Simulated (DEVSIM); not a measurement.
Structure: TaN/Al2O3/n-Si capacitor, at 300 K.

| layer (left to right) | material | thickness (nm) | Nd (cm⁻³) |
|---|---|---|---|
| 1 | Al2O3 | 3.40 | - |
| 2 | Si | 490 | 1.4e18 |

Metal gate on the left, work function 4.4 eV. Fixed charge at the semiconductor interface 1.2e10 cm⁻² (in units of +e); no interface traps.

Constants are typed, rounded textbook-type inputs, not results; the design itself was drawn at random and stands for no fabricated device. Values at 300 K; Nc and Nv go as T^1.5, mobilities as T to minus their exponent, the gap by Varshni's rule with the affinity fixed.

```csv
parameter,Al2O3,Si
gap (eV),6.8,1.124
affinity (eV),1.35,4.05
permittivity,9,11.7
Nc (cm⁻³),-,2.86e19
Nv (cm⁻³),-,3.1e19
Varshni α (eV/K),-,0.000473
Varshni β (K),-,636
```

Model (solved in DEVSIM): 1D Poisson equation in equilibrium, Boltzmann statistics, complete ionisation; no quantum confinement or tunnelling. Metal contacts follow the ideal Schottky-Mott rule: no Fermi-level pinning, no interface dipoles.

The temperature was swept, all else fixed.

```json
[
 {"temperature (K)": "250", "threshold voltage (band bending 2φF) (V)": "-1.02", "flat-band voltage (V)": "0.29", "minimum of the low-frequency capacitance (μF/cm²)": "0.315"},
 {"temperature (K)": "300", "threshold voltage (band bending 2φF) (V)": "?", "flat-band voltage (V)": "0.27", "minimum of the low-frequency capacitance (μF/cm²)": "?"},
 {"temperature (K)": "350", "threshold voltage (band bending 2φF) (V)": "-0.94", "flat-band voltage (V)": "0.25", "minimum of the low-frequency capacitance (μF/cm²)": "0.340"},
 {"temperature (K)": "400", "threshold voltage (band bending 2φF) (V)": "-0.89", "flat-band voltage (V)": "0.23", "minimum of the low-frequency capacitance (μF/cm²)": "0.359"},
 {"temperature (K)": "450", "threshold voltage (band bending 2φF) (V)": "-0.85", "flat-band voltage (V)": "0.21", "minimum of the low-frequency capacitance (μF/cm²)": "0.374"},
 {"temperature (K)": "500", "threshold voltage (band bending 2φF) (V)": "-0.80", "flat-band voltage (V)": "0.19", "minimum of the low-frequency capacitance (μF/cm²)": "0.397"}
]
```

Q: Complete the blanks.

A: 
- 300, threshold voltage (band bending 2φF) (V): -0.98
- 300, minimum of the low-frequency capacitance (μF/cm²): 0.331
